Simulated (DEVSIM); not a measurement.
Structure: Ti/Al2O3/n-Ge capacitor, at 300 K.

Layer 1 from the left is Al2O3, thickness (nm) 29.0. Layer 2 from the left is Ge, thickness (nm) 3700, Nd (cm⁻³) 2.6e16.

Metal gate on the left, work function 4.33 eV. Fixed charge at the semiconductor interface -3.7e10 cm⁻² (in units of +e); no interface traps.

The device is made up for the run: typed textbook-type constants, with dimensions and the other settings drawn at random. Values at 300 K.

Al2O3: gap (eV) 6.8, affinity (eV) 1.35, permittivity 9. Ge: gap (eV) 0.664, affinity (eV) 4, permittivity 16, Nc (cm⁻³) 1.04e19, Nv (cm⁻³) 6e18.

Task: Estimate by hand the flat-band voltage, the threshold voltage, and compare with a numerical solution.

Result: 
- Flat-band voltage: C = 0.275 μF/cm², work-function difference 0.175 V; VFB = φms − qNf/C = 0.20 V; numerical 0.20 V.
- Threshold voltage: φF = 0.184 V, depletion charge √(4εqNφF) = 6.59e-8 C/cm²; VT = VFB − 2φF − Qd/C = -0.41 V; numerical -0.41 V.

DEVSIM, 1D Poisson equation in equilibrium, Boltzmann statistics, complete ionisation; no quantum confinement or tunnelling. Metal contacts follow the ideal Schottky-Mott rule: no Fermi-level pinning, no interface dipoles.
